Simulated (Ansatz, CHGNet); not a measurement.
For L1₀ (CuAu-type) FePt, the machine-learned potential CHGNet-r²SCAN (trained on r²SCAN data) gives:

```
Quantity                                 Value
------------------------------  --------------
equilibrium lattice constant a         2.778 Å
lattice parameter c                    3.642 Å
enthalpy of formation           -0.322 eV/atom
```

What does HSE06 (plane waves, PAW; Ansatz, a quantum-chemistry and plane-wave program) give for the same quantities?


- lattice constant a: 2.748 Å (falls by 1.1 %)
- lattice parameter c: 3.750 Å (goes up by 3.0 %)
- formation enthalpy: -0.531 eV/atom (moves by -0.209 eV/atom)

For comparison: lattice constant a 2.727 Å (measured, room temperature, not corrected to a static lattice, P4/mmm two-atom cell, a_fct/√2; as tabulated in Sawada et al. (2023), arXiv:2212.12065); lattice parameter c 3.726 Å (measured, room temperature, no zero-point or thermal correction, 0.1 GPa; as tabulated in Sawada et al. (2023), arXiv:2212.12065); formation enthalpy -0.238 ± 0.02 eV/atom (measured, 298 K, copied from a table, unchecked, not corrected to a static lattice; as tabulated in Wang et al. (2021), doi:10.1038/s41598-021-94550-5).

Changes are worked out from the printed values.

Unless a cell is named, each level is at its own relaxed cell (CHGNet-r²SCAN 14.05, HSE06 14.16 Å³/atom).

Levels without +SOC leave out spin–orbit coupling, which shifts energies and cells of such heavy elements.

Spin-polarised runs: HSE06 (parallel moments).

Ansatz's density-functional and Hartree–Fock values are scalar-relativistic unless marked +SOC, with PAW data made under PBE.
